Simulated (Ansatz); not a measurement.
A periodic model of amorphous Si₁₀₈Ge₃₆:

```xyz
144
Lattice="14.9713 0.1320 0.0053 0.1320 13.9942 0.1438 0.0053 0.1438 14.4224" Properties=species:S:1:pos:R:3 pbc="T T T"
Si     6.8409     1.3032     1.0018
Si     2.4912    11.7379     4.4358
Si     9.0611     2.5219    11.1986
Si     3.6871     9.3448     7.2208
Si     1.6012     4.4602    10.8038
Si     2.8877     5.4863     5.1258
Si    10.4638    13.4810     9.4793
Si    14.1630    14.1478     8.6711
Si    14.9199     9.9738    10.2538
Si     0.1300     7.0742     7.7156
Si     9.8859     1.3388    13.1205
Si     1.9713     1.4861    14.1997
Si     9.3372    10.8232     5.8422
Si    12.5366    14.1571     7.0322
Si     5.7270    13.3017     6.2396
Si    12.0154     1.4066     3.6110
Si    14.4010    10.6170    13.7644
Si     8.9891     3.9977     4.1517
Si    13.7439     3.4019     7.5892
Si     0.6789     0.9188     5.0960
Si    13.8089     7.3671     1.8701
Si     1.8630     1.9148     3.3201
Si     8.2345    11.3877     2.5381
Si     3.5506     3.5241    11.7229
Si    13.4738     2.7655     2.3653
Si     3.6057     4.6406     1.4755
Si     5.3015     5.2390     5.3075
Si     8.2648     7.2270     3.9760
Si     7.2673     8.5121    12.5349
Si     9.4772    12.9876    13.0634
Si    11.6744     8.0030     4.9330
Si    13.4453     9.4124    12.0041
Si     1.3042     8.0067     9.8052
Si     5.8878    13.3716     0.4740
Si    15.0140     6.0684     0.2796
Si    10.3395     6.3354    12.1745
Si     0.3678     1.9158     8.7583
Si    11.8116     6.0935     1.6091
Si    12.8880     5.8788     5.0460
Si    13.4908     0.5791    12.8129
Si     8.7065     9.5493     3.9193
Si     8.7208     4.8676    11.3714
Si     1.2426     7.2688     5.5320
Si     6.7549     7.1615     5.7976
Si     1.9849     4.3606     3.2112
Si     8.1153    11.4696     9.2737
Si    10.2549     8.7827     6.8411
Si     6.5621     1.4041     5.3487
Si     8.3830     7.4269     7.5518
Si     2.2558     3.9359     6.7279
Si     8.7758     0.6183     5.6609
Si     7.1210     2.5081     9.8148
Si     2.0517    13.6430    10.8546
Si    12.3551     5.7751    11.2171
Si     9.4874    11.1219     0.4886
Si    14.0931    12.1438     3.7677
Si     8.3140     9.0354     9.2768
Si    13.6326    14.0796     4.9802
Si     5.1733     7.8646     1.7358
Si     1.7419     9.7989    13.9609
Si    14.7828    10.1629     4.8832
Si     0.7202     1.0221    12.2251
Si    14.9463     2.9361    10.8902
Si     3.7820    13.2528     7.6513
Si    10.3676     2.3332     5.1463
Si     8.5730    13.7433     8.0503
Si     9.3234     8.2569    11.3256
Si     9.1329     1.3828     0.9291
Si    14.9396    13.1830     1.8087
Si     3.6240     3.2373    14.0670
Si     3.5407    11.1267     8.7982
Si    11.5369    12.3616     1.1686
Si    10.8421     9.1337     0.7186
Si    10.6606    14.0746     2.4921
Si    10.8682     9.2638     3.1146
Si    13.7896     9.1408     8.3653
Si     5.9659    11.7641     2.1832
Si    11.1980     9.7476    11.0676
Si     6.2949     8.8863    10.4452
Si     1.8798    13.1012     6.2624
Si     9.8252    11.8172    11.0234
Si     3.5281    13.6460     0.8607
Si    13.1832     9.4759     1.0922
Si     5.5298     4.5357     3.0170
Si    11.4552     6.3059     9.1024
Si    12.6582     3.4637    11.2468
Si    12.0361     2.4073    13.2665
Si    13.5676    12.7373    14.3768
Si     4.8483    10.7339    10.7136
Si    12.3983    10.9417     2.7581
Si     1.4212    11.6200     9.6882
Si     3.9144     6.6300     0.2176
Si     7.1070    12.6865    12.9331
Si     0.2935    12.1839     7.7412
Si    13.6489    10.8759     6.8213
Si     0.3719     1.3721     1.5940
Si     6.9133     6.3223     2.2655
Si     6.4277    12.5020    10.6740
Si     6.0259     3.3390     6.6356
Si    11.5212     8.6667     8.8947
Si     2.7117     1.0347     8.8710
Si     0.2490     3.0441     5.8647
Si    14.2183     7.8901     4.1663
Si     1.8122     7.4679    13.8317
Si     7.4820    10.4928    13.7489
Si     5.5841     6.7353    12.9142
Si     2.1661     9.4871     5.3682
Si     7.0175     4.8749    13.0518
Ge    12.3378    11.7607     9.7830
Ge     5.0804     6.7851    10.4664
Ge     4.7477    12.5694     4.1358
Ge     5.9661     2.7226    13.5821
Ge     3.9126     0.7722     2.8911
Ge     8.3165     5.3945     0.5788
Ge     9.5750     3.5651     1.7776
Ge     3.8655    10.8019    13.0640
Ge     5.5999     9.3941     5.6595
Ge     4.0733     3.0049     8.1544
Ge     1.8373     9.5221     1.9959
Ge     8.2683     3.2602     7.7437
Ge     5.4801     9.9961     0.6398
Ge    10.5704     5.9304     3.7734
Ge    13.8747     7.0581    12.6100
Ge    11.0943     2.2022     9.7888
Ge     3.3555     7.4029     8.7410
Ge     5.2819     4.2299    10.1236
Ge     1.1840     6.6067    11.7009
Ge    11.3499    12.0141     7.2571
Ge     5.9854     2.1383     3.0882
Ge    13.1726     5.7173     7.4697
Ge     6.2017     0.3981     8.9092
Ge    11.5730     2.3602     7.2668
Ge     3.9205     9.0337     3.4850
Ge    12.7855    14.1338    10.6627
Ge     1.8414     5.3743     8.5605
Ge     7.1190    11.2585     6.8791
Ge    14.5517     4.3824     3.8242
Ge    10.1961     7.0650    14.4542
Ge    11.9387     3.7735     0.8697
Ge     4.9264     1.3935    11.5836
Ge     9.3561    12.8333     4.1670
Ge     9.0793     5.4334     8.8945
Ge     3.7506    13.3361    12.6192
Ge     2.0787    11.9811     2.0263
```

The numbers are results of PBE, scalar-relativistic without spin-orbit coupling (plane waves to 420 eV, PAW; Ansatz, a first-principles code), not measurements.

It comes from a melt-quench run on a machine-learned potential (CHGNet), relaxed afterwards by DFT. The hot cell started wider than the set density and was brought back towards it in steps. It is the lowest in DFT energy of 8 quenches. It is a model cell: composition and starting density were chosen by hand, and all elements were melted together. No dispersion term was used. Its density started from a set value of 3.15 and ended at 3.10 g/cm³. Cooling (nominally 63 K/ps over its main leg) ran many orders faster than in experiment, which tends to leave more defects and strain. One small periodic cell is one sample of the glass; other quenches scatter about these values. Volume and shape were free in the relaxation. On a 2×2×2 Γ-centred mesh force components of up to 0.18 eV/Å stay, since the relaxation ran on the zone centre alone.

Cut-offs for bonds: Si-Si 2.72 Å, Si-Ge 2.80 Å, Ge-Ge 2.85 Å.

Question: Give the coordination numbers, mean bond lengths and angles.

Answer: 
The mean coordination of Si comes out as 4.07 (2 with 3, 96 with 4, 10 with 5), the mean coordination of Ge comes out as 3.94 (4 with 3, 30 with 4, 2 with 5) and the mean Si-Si bond comes out as 2.387 Å (spread 0.058 Å, 172 counted). The mean Si-Ge bond comes out as 2.481 Å (spread 0.079 Å, 96 counted), the mean Ge-Ge bond comes out as 2.585 Å (spread 0.079 Å, 23 counted) and the bond angle at Si comes out as mean 108.2°, spread 15.3°. The bond angle at Ge is mean 107.6°, spread 18.2°.
